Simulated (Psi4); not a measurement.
Psi4 1.11, M06-L/def2-svp: [SiH3][SiH]([SiH3])C[SiH2]Cl, 17 atoms. The geometry is a generated start, not checked to be a minimum at this level.

```
Property                                                 Result
-------------------------------  ------------------------------
task                                                   gradient
method                                                    m06-l
basis                                                  def2-svp
memory                                                     7 GB
scf_type                                           df (default)
guess                            auto, which took SAD (default)
diis_max_vecs                                      10 (default)
scf_initial_accelerator                         adiis (default)
e_convergence                                   1e-08 (default)
d_convergence                                   1e-08 (default)
basis functions (reference run)                             159
grid points (reference run)                             3048622
```

```xyz
17

Si    -1.7823    -1.0413    -1.6555
Si    -0.4176     0.3114    -0.3741
Si    -1.4344     0.2734     1.6945
C      1.2786    -0.4257    -0.3302
Si     2.4507     0.7662     0.4507
Cl     2.9256     2.2794    -0.8445
H     -3.1631    -0.4957    -1.6986
H     -1.2421    -1.1280    -3.0371
H     -1.8084    -2.4072    -1.0714
H     -0.4080     1.6865    -0.9484
H     -1.4197    -1.1159     2.2198
H     -2.8345     0.7593     1.6023
H     -0.6750     1.1338     2.6369
H      1.6200    -0.6701    -1.3421
H      1.2696    -1.3664     0.2311
H      1.9168     1.3663     1.6982
H      3.7238     0.0741     0.7683
```

The reference run has dft_radial_points = 200, dft_spherical_points = 974, dft_pruning_scheme = none (default); it is not itself proven converged. One run each, on a shared machine, so no times are given.

Settings tried, all else as in the reference:
- dft_radial_points = 75 (default), dft_spherical_points = 302 (default)
- dft_radial_points = 150, dft_spherical_points = 770
- dft_radial_points = 35, dft_spherical_points = 110
- dft_radial_points = 75 (default), dft_spherical_points = 302 (default), dft_pruning_scheme = robust
- dft_radial_points = 75 (default), dft_spherical_points = 302 (default), dft_pruning_scheme = treutler
- dft_radial_points = 75 (default), dft_spherical_points = 434
- dft_radial_points = 50, dft_spherical_points = 194
- dft_radial_points = 99, dft_spherical_points = 590
- dft_radial_points = 25, dft_spherical_points = 50
- dft_radial_points = 99, dft_spherical_points = 590, dft_pruning_scheme = treutler
- dft_radial_points = 99, dft_spherical_points = 590, dft_pruning_scheme = robust

Question: Which settings reproduce the reference to 10 meV/atom in energy, 100 meV/Å in forces (largest component)?

Answer: Within it: dft_radial_points = 150, dft_spherical_points = 770; dft_radial_points = 99, dft_spherical_points = 590, dft_pruning_scheme = robust; dft_radial_points = 99, dft_spherical_points = 590; dft_radial_points = 75 (default), dft_spherical_points = 302 (default); dft_radial_points = 75 (default), dft_spherical_points = 434; dft_radial_points = 75 (default), dft_spherical_points = 302 (default), dft_pruning_scheme = robust; dft_radial_points = 99, dft_spherical_points = 590, dft_pruning_scheme = treutler. At the edge (between 0.75 and 1.33 times the tolerance): dft_radial_points = 50, dft_spherical_points = 194; dft_radial_points = 75 (default), dft_spherical_points = 302 (default), dft_pruning_scheme = treutler. Outside: dft_radial_points = 35, dft_spherical_points = 110; dft_radial_points = 25, dft_spherical_points = 50.

```
setting                                                                                                grid points  energy against the reference  difference in forces (largest component)
-----------------------------------------------------------------------------------------------------  -----------  ----------------------------  ----------------------------------------
the reference                                                                                              3048622                             —                                         —
dft_radial_points = 150, dft_spherical_points = 770                                                        1818120              −0.0015 meV/atom                                 2.3 meV/Å
dft_radial_points = 99, dft_spherical_points = 590, dft_pruning_scheme = robust                             642007               −0.014 meV/atom                                 2.8 meV/Å
dft_radial_points = 99, dft_spherical_points = 590                                                          922335               −0.016 meV/atom                                 3.0 meV/Å
dft_radial_points = 75 (default), dft_spherical_points = 302 (default)                                      359737                +0.48 meV/atom                                  54 meV/Å
dft_radial_points = 75 (default), dft_spherical_points = 434                                                516800                +0.50 meV/atom                                  55 meV/Å
dft_radial_points = 75 (default), dft_spherical_points = 302 (default), dft_pruning_scheme = robust         245245                +0.47 meV/atom                                  57 meV/Å
dft_radial_points = 99, dft_spherical_points = 590, dft_pruning_scheme = treutler                           475135                −0.85 meV/atom                                  61 meV/Å
dft_radial_points = 50, dft_spherical_points = 194                                                          156744                 −6.2 meV/atom                                 120 meV/Å
dft_radial_points = 75 (default), dft_spherical_points = 302 (default), dft_pruning_scheme = treutler       195877                −0.21 meV/atom                                 120 meV/Å
dft_radial_points = 35, dft_spherical_points = 110                                                           62437                 −140 meV/atom                                 410 meV/Å
dft_radial_points = 25, dft_spherical_points = 50                                                            20386                 +200 meV/atom                                 560 meV/Å
```

Total energies are compared; such shifts often cancel in part in energy differences. The gradients leave out the derivatives of the grid weights. The tolerance is a choice made for this comparison.
